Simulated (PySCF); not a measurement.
PySCF 2.14.0, PBE/def2-svp, df: Mg(Cl)(SH)(OH2)2 ([OH2]->[Mg](<-[OH2])([SH])[Cl]), 10 atoms. The geometry is a generated start, not checked to be a minimum at this level.

| Item | Value |
|---|---|
| task | energy |
| method | pbe |
| basis | def2-svp |
| two-electron scheme | density fitting |
| mol.max_memory | 3000 MB |
| mf.max_cycle | 100 |
| mf.init_guess | minao (default) |
| mf.DIIS | CDIIS (default) |
| mf.diis_space | 8 (default) |
| mf.conv_tol | 1e-09 (default) |
| mf.grids.level | 3 (default) |
| basis functions | 107 |
| grid points | 133544 |

```xyz
10

Mg     0.3700     0.0483    -0.1682
Cl     1.9349    -1.3050    -1.0982
S      0.3999     1.8434     1.3918
H      0.6211     1.0402     2.4171
O     -0.8066     1.2489    -1.4238
H     -1.0081     1.5565    -2.3152
H     -1.0086     1.9569    -0.7959
O     -0.2665    -1.7687     0.6790
H     -0.6999    -2.4764     1.1703
H      0.4638    -2.1441     0.1432
```

One run each on 2 threads, 1 BLAS thread. Values of level_shift (Hartree) tried: 0 (default), 0.1, 0.3, 1.

Question: Which value of level_shift (Hartree) needs the fewest Fock builds, and what happens away from it?

Answer: Fewest Fock builds, within one of each other: 0 (default) with 13, 0.1 with 12. The count rises to 51 at 1. All converge to one solution.

```tsv
level_shift (Hartree)	Fock builds	end
0 (default)	13	same solution
0.1	12	same solution
0.3	20	same solution
1	51	same solution
```
